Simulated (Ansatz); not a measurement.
A calculation on C11b WSi₂ returned lattice constant a 3.197 Å, lattice parameter c 7.807 Å, equilibrium volume per atom 13.30 Å³/atom, bulk modulus 233 GPa, cohesive energy 6.75 eV/atom, formation enthalpy -0.452 eV/atom.

For reference: lattice constant a 3.214 Å (measured, temperature not stated, not corrected to a static lattice; as tabulated in Pavlosiuk et al. (2022), arXiv:2202.05362); lattice parameter c 7.831 Å (measured, temperature not stated, not corrected to a static lattice; as tabulated in Pavlosiuk et al. (2022), arXiv:2202.05362); formation enthalpy -0.283 ± 0.02 eV/atom (measured, 298 K, copied from a table, unchecked, no zero-point or thermal correction; as tabulated in Wang et al. (2021), doi:10.1038/s41598-021-94550-5).

Which level of theory produced these numbers?
A. r²SCAN-D4 (Ansatz, a quantum-chemistry and plane-wave program)
B. PBE-D4 (Ansatz)
C. r²SCAN+rVV10 (Ansatz)
D. revPBE (Ansatz)

B, PBE-D4 (Ansatz)

The others give: r²SCAN+rVV10 3.206 Å, 7.796 Å, 13.35 Å³/atom, 236 GPa, 6.34 eV/atom, -0.333 eV/atom; r²SCAN-D4 3.202 Å, 7.787 Å, 13.31 Å³/atom, 238 GPa, 6.27 eV/atom, -0.353 eV/atom; revPBE 3.239 Å, 7.889 Å, 13.80 Å³/atom, 212 GPa, 5.75 eV/atom, -0.314 eV/atom.

Unless a cell is named, each level is at its own relaxed cell (PBE-D4 13.30, r²SCAN-D4 13.31, r²SCAN+rVV10 13.35, revPBE 13.80 Å³/atom).

Ansatz's density-functional and Hartree–Fock values are scalar-relativistic unless marked +SOC, with PAW data made under PBE.
